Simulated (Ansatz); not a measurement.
CO on the 1x1 (111) surface of fcc Pd, one in a 2x2 cell, started at the site 'top Pd'

Computed with PBE (plane waves to 420 eV, PAW; Ansatz, a first-principles code).

Set-up: 18 atoms, 6.8 Å thick at the start under the adsorbate (thin: gaps and levels are the slab's own); mesh 6x6x1; 0.1 eV smearing; dipole correction on; 8 atoms held, the rest relaxed; held to the start's symmetry, so lower structures may exist; no spin, no spin-orbit, no U, no dispersion correction. At the end it is bonded to Pd. In PBE this state lies 0.56 eV over the lowest of the starts that converged ('hollow Pd-Pd-Pd over Pd at depth 4.5 Å').

```yaml
adsorption energy against CO(g): -1.43 eV
work_function_of_the_top_face: 5.38 eV
change_of_the_work_function: 0.15 eV
change_of_the_step_from_the_bottom_to_the_top_vacuum_level_against_the_clean_slab: 0.15 eV
energy_released_by_relaxation: 1.15 eV
height of the binding atom over the mean of the host atoms within 0.3 Å of the top one: 1.949 Å
nearest_host_atoms_of_the_binding_atom: Pd at 1.86 Å, Pd at 3.42 Å, Pd at 3.42 Å
largest_move_of_a_host_atom: 0.11 Å
cost: about 8 core-minutes (a rough figure)
```

A negative adsorption energy means that the adsorbate is more stable on the surface than in its reference.
